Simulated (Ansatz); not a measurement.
# Several settings converged on HgTe (Cm, 4 atoms in the cell)

```
HgTe
1.0
    2.98354    -3.45653     0.00000
    2.98354     3.45653     0.00000
    0.00000     0.00000     5.78077
Hg Te
2 2
Direct
  0.34305   0.65695   0.75865
  0.65695   0.34305   0.25000
  0.78481   0.21519   0.75000
  0.21519   0.78481   0.25000
```

Base method: PBEsol, default PAW files made with PBE (plane waves; Ansatz, a program for electronic structure).

Base settings: basis.ecutwfc = 420 eV; kpoints.mp_grid.grid = 6 6 5; hamiltonian.xc = pbesol; hamiltonian.pseudopotentials = {kind: paw} (the program's default PAW files); scf.occupations.method = gaussian; scf.occupations.width = 0.1 eV.

The count of work is k-points × plane waves × bands × iterations; it is no time. 

**The k-point mesh**

The second cell is the first with its lattice scaled by 0.98.

Only quantities that move along the ladder and can be compared are tabulated.

| kpoints.mp_grid.grid | free energy less the last step's (meV/atom) | energy of the compressed cell less the first (meV/atom) | pressure (GPa) | largest difference of a force vector from the last step's (eV/Å) | count of work / last |
|---|---|---|---|---|---|
| 1 1 1 | 1179.47 | 84.80 | 6.39 | 2.261 | 0.0054 |
| 2 2 2 | -42.90 | -12.73 | -2.57 | 0.367 | 0.012 |
| 3 3 3 | 20.77 | -17.48 | -2.91 | 0.204 | 0.020 |
| 4 4 4 | 6.98 | -16.74 | -2.85 | 0.026 | 0.048 |
| 6 6 5 | 1.60 | -19.40 | -3.06 | 0.053 | 0.095 |
| 7 7 6 | 1.54 | -19.22 | -3.05 | 0.010 | 0.15 |
| 14 14 11 | 0.00 | -18.99 | -3.04 | 0.000 | 1.0 |

Coarsest kpoints.mp_grid.grid that holds the forces within 0.02 eV/Å: not settled: the last two steps still differ by 0.010 eV/Å, over half the tolerance, so the ladder does not show it.

Coarsest kpoints.mp_grid.grid that holds the free energy within 5 meV/atom of the last step, with all finer ones: 6 6 5, at 0.095 of the last step's count of work; the step before is off by 7.0 meV/atom.

Coarsest kpoints.mp_grid.grid that holds the energy of the compressed cell less the first within 2 meV/atom of the last step, with all finer ones: 6 6 5, at 0.095 of the last step's count of work; the step before is off by 2.3 meV/atom.

**The k-point mesh at a smearing width of 0.02 eV**

In this ladder: scf.occupations.width = 0.02 eV.

Only quantities that move along the ladder and can be compared are tabulated.

```csv
kpoints.mp_grid.grid,free energy less the last step's (meV/atom),pressure (GPa),largest difference of a force vector from the last step's (eV/Å),count of work / last
3 3 2,6.14,-2.77,0.201,0.014
4 4 3,15.39,-2.69,0.145,0.021
6 6 5,1.15,-3.06,0.054,0.059
8 8 6,2.38,-3.02,0.010,0.12
17 17 14,0.00,-3.03,0.000,1.0
```

Coarsest kpoints.mp_grid.grid that holds the free energy within 5 meV/atom of the last step, with all finer ones: 6 6 5, at 0.059 of the last step's count of work; the step before is off by 15 meV/atom.

Coarsest kpoints.mp_grid.grid that holds the pressure within 0.05 GPa of the last step, with all finer ones: 6 6 5, at 0.059 of the last step's count of work; the step before is off by 0.34 GPa.

Coarsest kpoints.mp_grid.grid that holds the forces within 0.02 eV/Å: not settled: the last two steps still differ by 0.010 eV/Å, over half the tolerance, so the ladder does not show it.

**The k-point mesh at a smearing width of 0.3 eV**

In this ladder: scf.occupations.width = 0.3 eV.

Only quantities that move along the ladder and can be compared are tabulated.

| kpoints.mp_grid.grid | free energy less the last step's (meV/atom) | pressure (GPa) | largest difference of a force vector from the last step's (eV/Å) | count of work / last |
|---|---|---|---|---|
| 3 3 2 | -9.60 | -2.64 | 0.144 | 0.0086 |
| 4 4 3 | 7.28 | -2.75 | 0.126 | 0.016 |
| 6 6 5 | 1.40 | -2.98 | 0.031 | 0.051 |
| 8 8 6 | 1.41 | -2.95 | 0.005 | 0.11 |
| 17 17 14 | 0.00 | -2.96 | 0.000 | 1.0 |

Coarsest kpoints.mp_grid.grid that holds the free energy within 5 meV/atom of the last step, with all finer ones: 6 6 5, at 0.051 of the last step's count of work; the step before is off by 7.3 meV/atom.

Coarsest kpoints.mp_grid.grid that holds the forces within 0.02 eV/Å of the last step, with all finer ones: 8 8 6, at 0.11 of the last step's count of work; the step before is off by 0.031 eV/Å.

Coarsest kpoints.mp_grid.grid that holds the pressure within 0.1 GPa of the last step, with all finer ones: 6 6 5, at 0.051 of the last step's count of work; the step before is off by 0.21 GPa.

On the base run: the starting cell comes from a database of computed structures (which also holds hypothetical and non-ambient phases and stackings), without a prior relaxation at this level. Its lattice was rescaled by up to half a per cent. One atom was moved a little off its site on purpose. In the base run, with a pressure of about -3 GPa the cell is away from its equilibrium volume at this level. Ansatz's pressure includes its estimate of the finite-basis (Pulay) stress. The run gives no clean gap (levels at the Fermi energy touch, overlap or are partly filled at this smearing), which alone does not show that the compound is a metal.

Keys are those of Ansatz 0.2.
